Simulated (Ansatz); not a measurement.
## Mo2GeN (model structure, started from the MAX type, P6₃/mmc, No. 194, 8 atoms in the cell)

Level of theory: PBE in Ansatz (PAW).

Run with plane-wave cutoff 520 eV, 24×24×6 k mesh (along the axes of the cell as run), Fermi–Dirac smearing 0.05 eV, no spin polarisation, scalar-relativistic PAW data made under PBE.

Cell (relaxed at this level):

Mo$_{2}$GeN is modelled in the hexagonal space group P6₃/mmc (No. 194), Pearson symbol hP8. Conventional cell: a = b = 3.212 Å, c = 12.114 Å, α = β = 90.00°, γ = 120.00°. Ge on 2d is coordinated by 6 Mo at 2.733 Å. Mo on 4f sees 3 N at 2.117 Å and 3 Ge at 2.733 Å and 3 Mo at 2.757 Å and 6 Mo at 3.212 Å. N on 2a sees 6 Mo at 2.117 Å (octahedral). (Neighbours: up to the widest gap in distance over summed covalent radii, below 1.35, at either atom; cation-cation and far metal-metal contacts left out.)

| Property | Value |
|---|---|
| bulk modulus | 203 GPa |

Note: the run has no spin polarisation, so it can have missed a magnetic state; the bulk modulus is −V dP/dV from two relaxed cells at ±2 % in volume; the relaxation could raise the start's symmetry but not lower it, so the cell can be a saddle point.

Static lattice: no zero-point or thermal effects.

Computing time: about 13 core-minutes (a rough figure).

A model structure was made by putting elements into a prototype or built by hand; it is no filed structure, need not be a known phase, and can be a saddle point held by its symmetry.

Ansatz is a quantum-chemistry and plane-wave program.
